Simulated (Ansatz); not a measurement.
A self-consistent single point of YbZn (P4mm, 2 atoms in the cell) with Ansatz (an electronic-structure program).

Level of theory: PBEsol, default PAW files made with PBE (plane waves; Ansatz).

```
YbZn
1.0
    3.59371     0.00000     0.00000
    0.00000     3.59371     0.00000
    0.00000     0.00000     3.59371
Yb Zn
1 1
Direct
  0.00000   0.00000   0.01391
  0.50000   0.50000   0.50000
```

Reference input (self-consistent single point, DFT, PBEsol, plane waves, default PAW files made with PBE): basis.ecutwfc = 420 eV; kpoints.mp_grid.grid = 9 9 9; hamiltonian.xc = pbesol; hamiltonian.pseudopotentials = {kind: paw} (the program's default PAW files); scf.occupations.method = fermi_dirac; scf.occupations.width = 0.1 eV. This run's input differs from it in these lines:

Ansatz 0.2 input:
```diff
@@ -11,3 +11,3 @@
 kpoints:
-  mp_grid: { grid: [9, 9, 9] }
+  mp_grid: { grid: [18, 18, 18] }
 hamiltonian:
@@ -16,3 +16,3 @@
 scf:
-  occupations: { method: fermi_dirac, width: 0.1 }
+  occupations: { method: fermi_dirac, width: 0.02 }
 output:
```

The program printed (abridged):

```
SCF iter   1: F=—  HF=-16958.024922 eV  |F-HF|=—  |Δ(HF+E_count)|=         —  Δρ=1.46e-2  dr2=9.51e-2  ethr=1.77e-3  ⟨swp⟩=6.3  Hψ=57395  notcnv=0
all-band conjugate gradients solve this SCF's bands
preconditioner: auto → Kerker (q_TF=auto, 2.615 Å⁻¹)
SCF iter   2: F=—  HF=-16958.015467 eV  |F-HF|=—  |Δ(HF+E_count)|=   9.45e-3  Δρ=4.78e-3  dr2=1.23e-2  ethr=2.64e-4  ⟨swp⟩=2.3  Hψ=26604  notcnv=0  defer=37
   [... lines left out ...]
SCF iter   5: F=—  HF=-16958.013100 eV  |F-HF|=—  |Δ(HF+E_count)|=   8.84e-5  Δρ=3.21e-4  dr2=6.15e-5  ethr=4.49e-7  ⟨swp⟩=2.0  Hψ=21726  notcnv=0  defer=37
SCF iter   6: F=—  HF=-16958.013100 eV  |F-HF|=—  |Δ(HF+E_count)|=   3.46e-8  Δρ=8.85e-5  dr2=3.95e-6  ethr=1.71e-7  ⟨swp⟩=2.2  Hψ=18621  notcnv=0  defer=37
SCF iter   7: F=—  HF=-16958.013101 eV  |F-HF|=—  |Δ(HF+E_count)|=   7.39e-7  Δρ=4.38e-5  dr2=8.96e-7  ethr=1.10e-8  ⟨swp⟩=2.5  Hψ=22293  notcnv=0  defer=37
SCF iter   8: F=-16958.013101 eV  HF=-16958.013101 eV  |F-HF|=7.43e-8  |Δ(HF+E_count)|=   1.79e-7  Δρ=1.26e-5  dr2=4.61e-8  ethr=2.78e-10  ⟨swp⟩=6.5  Hψ=76775  notcnv=0
SCF 1 converged in 8 iterations: F = -16958.013101 eV  dr2 = 4.61e-8
Free energy (F): -16958.013101 eV
Internal energy: -16958.011375 eV  (E = F + TS)
E sigma→0 (E₀):  -16958.012238 eV
Entropy (-TS):   -0.001725 eV (-0.863 meV/atom)
Fermi energy:    11.553493 eV
--- Forces (eV/Å), atoms counted from 1 ---
  atom   1  Yb     0.00000000     0.00000000    -0.12697446
  atom   2  Zn    -0.00000000     0.00000000     0.12697591
--- Stress (GPa, compression-positive) ---
       -3.122670       0.000000      -0.000000
        0.000000      -3.122670       0.000000
       -0.000000       0.000000      -3.145624
  P = ⅓ Tr σ = -3.1303 GPa (-31.303 kbar)
  The stress holds the Pulay correction. Without it, at fixed plane waves, as pw.x and ABINIT print it: P = -3.1804 GPa
```

The run converged in 8 iterations. Against the reference run the free energy goes up by 19.3 meV/atom, the pressure moves little (-3.04 to -3.13 GPa) and the largest force stays at 0.127 eV/Å.

The starting cell comes from a database of computed structures (which also holds hypothetical and non-ambient phases and stackings), without a prior relaxation at this level. Its lattice was rescaled by up to half a per cent. One atom was moved a little off its site on purpose. Spin polarisation is off. With a pressure of about -3 GPa the cell is away from its equilibrium volume at this level. Ansatz's pressure includes its estimate of the finite-basis (Pulay) stress.

Cost on one core of a shared machine: roughly 60 s.
